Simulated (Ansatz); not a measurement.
GaP, element substitutions

Consider GaP in the zinc blende structure (space group F-43m, No. 216; a = 5.506 Å).

Each row replaces one element on all its sites; cell and atoms are relaxed.

Calculations: PBE/PAW in Ansatz (a quantum-chemistry and plane-wave program), no spin-orbit coupling, earlier PAW set.

| change | band gap | lattice parameter a |
|---|---|---|
| base | 1.58 eV | 5.506 Å |
| P → W | zero | 5.727 Å |
| P → N | 1.54 eV | 4.549 Å |
| P → Al | zero | 5.920 Å |

Whether these cells are dynamically stable was not tested. As relaxed here, GaW and AlGa are hypothetical phases, not in the database extracts checked. The final runs are not spin-polarised. An odd electron count without spin: GaW. GaW has a high density of states at the Fermi level and may be magnetic at this level. This is not the structure that GaN has at room temperature and ambient pressure.
